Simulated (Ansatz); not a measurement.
Consider GaSb in the zinc blende structure (space group F-43m, No. 216; a = 6.1324 Å).

The change: a negative pressure, −2 GPa.

Levels (all Ansatz, a program for electronic structure, PAW): r2SCAN (500 eV, spin-orbit coupling left out); HSE06 (420 eV, scalar-relativistic without spin-orbit coupling).

The geometry is relaxed with r2SCAN.

| Property | Result |
|---|---|
| r2SCAN lowest conduction level above the VBM at special points | Γ 0.10 eV; L 0.59 eV; X 1.18 eV |

Q: What does HSE06 give at this geometry for the lowest conduction level above the VBM at special points?

A: The lowest conduction level above the VBM at special points changes from Γ 0.10 eV; L 0.59 eV; X 1.18 eV to Γ 0.43 eV; L 0.90 eV; X 1.48 eV.

Single points use the geometry relaxed with r2SCAN. Their cutoffs differ, which shifts pressures a little. The levels and masses belong to the bands next to the band gap. Load acts through the strain it causes; cell and atoms are relaxed under it. Whether these cells are dynamically stable was not tested.
